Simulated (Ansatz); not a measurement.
Si (model structure, I-43m, No. 217, 23 atoms in the cell)

The numbers are results of r²SCAN (plane waves, PAW; Ansatz, a first-principles code), not measurements.

Run with plane-wave cutoff 560 eV, 6×6×6 k mesh, Fermi–Dirac smearing 0.01 eV, scalar-relativistic PAW data made under PBE.

Cell (relaxed with PBEsol):

```
CELL_PARAMETERS angstrom
     -5.02058     5.02058     5.02058
      5.02058    -5.02058     5.02058
      5.02058     5.02058    -5.02058
ATOMIC_POSITIONS crystal
  Si 0.00000 0.00000 0.00000
  Si 0.27124 0.27124 0.27124
  Si 0.00000 0.00000 0.72876
  Si 0.00000 0.72876 0.00000
  Si 0.72876 0.00000 0.00000
  Si 0.50000 0.25000 0.75000
  Si 0.50000 0.75000 0.25000
  Si 0.75000 0.50000 0.25000
  Si 0.25000 0.50000 0.75000
  Si 0.25000 0.75000 0.50000
  Si 0.75000 0.25000 0.50000
  Si 0.44138 0.44138 0.16901
  Si 0.27237 0.27237 0.83099
  Si 0.72763 0.55862 0.00000
  Si 0.55862 0.72763 0.00000
  Si 0.16901 0.44138 0.44138
  Si 0.83099 0.27237 0.27237
  Si 0.00000 0.72763 0.55862
  Si 0.00000 0.55862 0.72763
  Si 0.44138 0.16901 0.44138
  Si 0.27237 0.83099 0.27237
  Si 0.55862 0.00000 0.72763
  Si 0.72763 0.00000 0.55862
```

```json
{
  "band_gap": "1.50 eV (indirect)",
  "smallest_direct_gap_on_the_k_points_sampled": "1.61 eV",
  "Γ–Γ gap": "2.11 eV"
}
```

Note: the relaxation could raise the start's symmetry but not lower it, so the cell can be a saddle point; cell and atoms aren't relaxed at this level (largest force component 0.05 eV/Å, pressure 0.6 GPa).

The computed numbers hold no vibrational or temperature effects.

A model structure was made by putting elements into a prototype or built by hand; it is no filed structure, need not be a known phase, and can be a saddle point held by its symmetry.
